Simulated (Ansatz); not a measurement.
The starting structures come from a database of crystals and need not be the phases stable at ambient conditions.

 Where the default PAW files enter, the runs use the earlier of Ansatz's two default sets.

The decay constant κ of evanescent states in the gap governs leakage through a thin film.

Input:

```
CELL_PARAMETERS angstrom
      3.12455     0.00000     0.00000
      0.00000     5.18427     0.00000
      1.56228     0.00000     2.70594
ATOMIC_POSITIONS crystal
  B  0.66667 0.49959 0.66667
  B  0.33333 0.99959 0.33333
  P  0.66667 0.12541 0.66667
  P  0.33333 0.62541 0.33333
```

Space group of this cell: P6_3mc, wurtzite. The cell is strained (all lengths scaled by 0.98); by r2SCAN its mean pressure is 12.1 GPa.

Transport runs along the normal of the first two printed cell vectors, the (100) plane of the conventional cell.

No gap correction and no spin-orbit coupling; mid-gap values are interpolated between computed energies.

Problem. Give the band gap and the smallest decay constant κ at mid-gap that r2SCAN run with Ansatz (an electronic-structure program) yields.

Solution. Gap 0.91 eV on a 12×6×12 mesh; κ = 0.150 1/Å, at the zone centre.
